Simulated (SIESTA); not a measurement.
Input and output of a self-consistent single point for NaMgF₃ (Pm-3m, 5 atoms in the cell) (SIESTA).

Computed with GGA PBEsol, numerical atomic orbitals DZP, PseudoDojo PBEsol standard norm-conserving potentials (rewritten from UPF to PSML) run with SIESTA.

The change in words: lattice scaled by 0.98. Reference geometry:
```
CELL_PARAMETERS angstrom
      4.01998     0.00000     0.00000
      0.00000     4.01998     0.00000
      0.00000     0.00000     4.01998
ATOMIC_POSITIONS crystal
  Na 0.00000 0.00000 0.00000
  Mg 0.50000 0.50000 0.50000
  F  0.50000 0.50000 0.00000
  F  0.00000 0.50000 0.50000
  F  0.50000 0.00000 0.50000
```

Reference input (self-consistent single point, DFT, GGA PBEsol, numerical atomic orbitals DZP, PseudoDojo PBEsol standard norm-conserving potentials (rewritten from UPF to PSML)): XC.functional = GGA; XC.authors = PBEsol; potentials = PseudoDojo PBEsol standard; PAO.BasisSize = DZP; PAO.EnergyShift = 0.005 Ry; MeshCutoff = 400 Ry; kgrid.MonkhorstPack = 8 8 8; OccupationFunction = FD; ElectronicTemperature = 10 K; MaxSCFIterations = 150; SCF.Mixer.Method = Pulay; SCF.Mixer.Weight = 0.25. This run's input differs from it in these lines:

```diff
@@ -13,5 +13,5 @@
 %block LatticeVectors
-     4.019980000    0.000000000    0.000000000
-     0.000000000    4.019980000    0.000000000
-     0.000000000    0.000000000    4.019980000
+     3.939580000    0.000000000    0.000000000
+     0.000000000    3.939580000    0.000000000
+     0.000000000    0.000000000    3.939580000
 %endblock LatticeVectors
@@ -20,6 +20,6 @@
      0.000000000    0.000000000    0.000000000  1
-     3.798330613    3.798330613    3.798330613  2
-     3.798330613    3.798330613    0.000000000  3
-     0.000000000    3.798330613    3.798330613  3
-     3.798330613    0.000000000    3.798330613  3
+     3.722363623    3.722363623    3.722363623  2
+     3.722363623    3.722363623    0.000000000  3
+     0.000000000    3.722363623    3.722363623  3
+     3.722363623    0.000000000    3.722363623  3
 %endblock AtomicCoordinatesAndAtomicSpecies
```

Output, abridged:

```
        iscf     Eharris(eV)        E_KS(eV)     FreeEng(eV)     dDmax    Ef(eV) dHmax(eV)
   scf:    1    -4863.410826    -4865.960925    -4865.960925  1.475547 -8.232944  5.283504
   scf:    2    -4868.040584    -4867.145809    -4867.145809  0.156303 -9.007065  2.660585
   scf:    3    -4867.478017    -4867.391534    -4867.391534  0.109702 -5.547049  1.155983
   scf:    4    -4867.403632    -4867.400222    -4867.400222  0.036690 -6.313515  0.167992
   scf:    5    -4867.388973    -4867.397534    -4867.397534  0.022544 -6.315560  0.266045
   scf:    6    -4867.402259    -4867.401448    -4867.401448  0.016724 -6.325133  0.038344
   scf:    7    -4867.401545    -4867.401523    -4867.401523  0.002177 -6.319315  0.003781
   scf:    8    -4867.401524    -4867.401524    -4867.401524  0.000199 -6.320158  0.000589
   scf:    9    -4867.401524    -4867.401524    -4867.401524  0.000030 -6.320263  0.000028
SCF Convergence by DM+H criterion
max |DM_out - DM_in|         :     0.0000299334
max |H_out - H_in|      (eV) :     0.0000281457
SCF cycle converged after 9 iterations

Using DM_out to compute the final energy and forces

siesta: E_KS(eV) =            -4867.4015

siesta: E_KS - E_eggbox =     -4867.4015

siesta: Atomic forces (eV/Ang):
     1   -0.000000   -0.000000   -0.000000
     2   -0.000000   -0.000000   -0.000000
     3    0.000000    0.000000    0.000000
     4    0.000000    0.000000    0.000000
     5    0.000000    0.000000    0.000000
   Tot    0.000000    0.000000    0.000000
   Max    0.000000
   Res    0.000000    sqrt( Sum f_i^2 / 3N )
   Max    0.000000    constrained

Stress tensor Voigt[x,y,z,yz,xz,xy] (kbar):       17.47       17.47       17.47        0.00        0.00        0.00
   [... lines left out ...]
siesta: FreeEng =     -4867.401524
   [... lines left out ...]
siesta:     0.010903    0.000000    0.000000
siesta:     0.000000    0.010903    0.000000
siesta:     0.000000    0.000000    0.010903

siesta: Cell volume =         61.143426 Ang**3

siesta: Pressure (static):
siesta:                Solid            Molecule  Units
siesta:          -0.00011875         -0.00011875  Ry/Bohr**3
siesta:          -0.01090269         -0.01090269  eV/Ang**3
siesta:         -17.46802751        -17.46802766  kBar
```

The run converged in 9 iterations. Against the reference run the free energy falls by 18.1 meV/atom, the pressure goes from -5.42 to -1.75 GPa and the gap on the mesh goes from 5.510 to 5.785 eV.

The starting cell comes from a database of computed structures (which also holds hypothetical and non-ambient phases and stackings), without a prior relaxation at this level. Its lattice was rescaled by a random factor within 2.5 % of one. For this run, on top of that: lattice scaled by 0.98. Values carry the incompleteness of an atom-centred basis.

Cost on one core of a shared machine: roughly 40 s.
